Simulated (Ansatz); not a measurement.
Take TiC in the rock salt structure (space group Fm-3m, No. 225) as the base.

```
CELL_PARAMETERS angstrom
      0.00000     2.14664     2.14664
      2.14664     0.00000     2.14664
      2.14664     2.14664     0.00000
ATOMIC_POSITIONS crystal
  C  0.00000 0.00000 0.00000
  Ti 0.50000 0.50000 0.50000
```

The values are results of DFT with PBEsol, PAW potentials and a 420 eV plane-wave cutoff in Ansatz (a quantum-chemistry and plane-wave program), no spin-orbit coupling, not measurements.

For the base:

```
Quantity                         Result
-------------------  ------------------
Magnetic state       not spin-polarised
Volume per atom                 9.89 Å³
Largest site moment             0.00 μB
Band gap                           zero
```

Modification: full substitution Ti → Cr; the structure is relaxed again.

Tabulated Pauling electronegativity and covalent radius: Ti 1.54, 1.60 Å; Cr 1.66, 1.39 Å.

### Question
How does this affect the magnetic state, volume per atom, largest site moment and band gap?

### Answer
The magnetic state changes from not spin-polarised to ferromagnetic; the volume per atom drops by 1.68 Å³ to 8.21 Å³; the largest site moment goes from zero to 0.69 μB; the band gap stays zero.

Other magnetic orders, which the real material may have, were not ruled out. Whether these cells are dynamically stable was not tested. For CrC in this form, whether it has been made was not checked. Spin-polarised in the final run: CrC; the other runs are not.
